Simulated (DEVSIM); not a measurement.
Device: Si p-i-n diode, at 400 K.

Layer 1 from the left is Si, thickness (μm) 0.270, Na (cm⁻³) 2.2e17, τn (s) 0.0001, τp (s) 0.0001. Layer 2 from the left is Si, thickness (μm) 0.110, Nd (cm⁻³) 3.3e11, τn (s) 0.0001, τp (s) 0.0001. Layer 3 from the left is Si, thickness (μm) 1.90, Nd (cm⁻³) 2.3e17, τn (s) 0.0001, τp (s) 0.0001.

Left contact: ohmic. Right contact: ohmic. Voltage is applied to the left contact. Recombination: SRH at mid-gap. Mobility is μmin + (μ − μmin)/(1 + (N/Nref)^α).

Constants are typed, rounded textbook-type inputs, not results; the design itself was drawn at random and stands for no fabricated device. Values at 300 K; Nc and Nv go as T^1.5, mobilities as T to minus their exponent, the gap by Varshni's rule with the affinity fixed.

Si: gap (eV) 1.124, affinity (eV) 4.05, permittivity 11.7, Nc (cm⁻³) 2.86e19, Nv (cm⁻³) 3.1e19, μn (cm²/Vs) 1417, μp (cm²/Vs) 470, μn,min 52, μp,min 45, Nref,n 9.7e16, Nref,p 2.2e17, αn 0.68, αp 0.72, T exponent of μn 2.3, T exponent of μp 2.2, Varshni α (eV/K) 0.000473, Varshni β (K) 636.

DEVSIM, 1D drift-diffusion, Boltzmann statistics, complete ionisation; no tunnelling, impact ionisation, image-force lowering or self-heating.

What does the simulation give for the dark forward voltage at 1 A/cm², the dark forward voltage at 100 A/cm²?

dark forward voltage at 1 A/cm² 0.397 V; dark forward voltage at 100 A/cm² 0.559 V.
